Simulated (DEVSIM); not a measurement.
System: Mo/HfO2/SiO2/n-Si capacitor, at 300 K.

```tsv
layer (left to right)	material	thickness (nm)	Nd (cm⁻³)
1	HfO2	4.60	-
2	SiO2	0.600	-
3	Si	910	4e17
```

Metal gate on the left, work function 4.6 eV. Fixed charge at the semiconductor interface 1.2e12 cm⁻² (in units of +e); interface traps 1e10 cm⁻² eV⁻¹, uniform in energy, neutral level at 0.5 of the gap above the valence band.

Constants are typed, rounded textbook-type inputs, not results; the design itself was drawn at random and stands for no fabricated device. Values at 300 K.

```csv
parameter,HfO2,SiO2,Si
gap (eV),5.7,9,1.124
affinity (eV),2.5,0.9,4.05
permittivity,22,3.9,11.7
Nc (cm⁻³),-,-,2.86e19
Nv (cm⁻³),-,-,3.1e19
```

Model (solved in DEVSIM): 1D Poisson equation in equilibrium, Boltzmann statistics, complete ionisation; no quantum confinement or tunnelling. Metal contacts follow the ideal Schottky-Mott rule: no Fermi-level pinning, no interface dipoles.

**Question.** Tabulate band edges, carrier densities and field at -0.4 V on the gate.

**Answer.** Energies count from the Fermi level of the right contact; mesh points crowd at the junctions.

```
x (μm)     Ec (eV)  Ev (eV)  n (cm⁻³)  p (cm⁻³)  field (V/cm)
---------  -------  -------  --------  --------  ------------
0.000        2.500   -3.200     < 1e2     < 1e2       -250000
0.0009387    2.477   -3.223     < 1e2     < 1e2       -250000
0.002241     2.445   -3.255     < 1e2     < 1e2       -250000
0.003619     2.411   -3.289     < 1e2     < 1e2       -250000
0.004763     3.963   -5.037     < 1e2     < 1e2      -1400000
0.005135     3.911   -5.089     < 1e2     < 1e2      -1400000
0.006175     0.727   -0.397     1.8e7    6.5e12       -270000
0.009363     0.644   -0.480     4.4e8    2.6e11       -250000
0.01451      0.523   -0.601    4.7e10     2.5e9       -220000
0.02464      0.333   -0.791    7.3e13   1600000       -160000
0.04455      0.142   -0.982    1.2e17       990        -41000
0.1050       0.110   -1.014    4.0e17       290           ≈ 0
0.2025       0.110   -1.014    4.0e17       290           ≈ 0
0.3944       0.110   -1.014    4.0e17       290           ≈ 0
0.6996       0.110   -1.014    4.0e17       290           ≈ 0
0.8098       0.110   -1.014    4.0e17       290           ≈ 0
0.8622       0.110   -1.014    4.0e17       290           ≈ 0
0.8888       0.110   -1.014    4.0e17       290           ≈ 0
0.9053       0.110   -1.014    4.0e17       290           ≈ 0
0.9107       0.110   -1.014    4.0e17       290           ≈ 0
0.9135       0.110   -1.014    4.0e17       290           ≈ 0
0.9152       0.110   -1.014    4.0e17       290           ≈ 0
```
